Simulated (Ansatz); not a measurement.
Given:

End structure of the (20-23) surface of hcp Mg in its 1x1 cell, outermost plane spacing 0.18 Å in the ideal cut:

```
CELL_PARAMETERS angstrom
      3.19902     0.00000     0.00000
     -1.59951    13.28041     0.00000
      0.00000     0.00000    26.00000
ATOMIC_POSITIONS crystal
  Mg 0.51761 0.03467 0.31352
  Mg 0.63683 0.27395 0.31840
  Mg 0.23251 0.46540 0.35073
  Mg 0.35179 0.70276 0.35626
  Mg 0.94835 0.89645 0.38940
  Mg 0.07255 0.14472 0.40093
  Mg 0.66881 0.33763 0.43701
  Mg 0.78767 0.57488 0.44029
  Mg 0.38446 0.76920 0.47460
  Mg 0.50506 0.00957 0.47991
  Mg 0.10327 0.20710 0.52009
  Mg 0.22388 0.44747 0.52540
  Mg 0.82067 0.64180 0.55971
  Mg 0.93952 0.87904 0.56299
  Mg 0.53579 0.07195 0.59907
  Mg 0.65999 0.32022 0.61060
  Mg 0.25655 0.51391 0.64374
  Mg 0.37582 0.75127 0.64927
  Mg 0.97151 0.94272 0.68160
  Mg 0.09073 0.18200 0.68648
```

Model: 20-atom slab, 9.9 Å thick at the start (thin: gaps and levels are the slab's own), 12x3x1 mesh, Fermi-Dirac 0.1 eV, dipole correction, all atoms relaxed; held to the part of the start's symmetry that mesh and held atoms allow; no spin, no spin-orbit, no U.

Predict the surface energy (mean of both faces) from PBE in Ansatz (a first-principles code).

44 meV/Å²

Give the work function of the top face at the level PBE.

3.60 eV
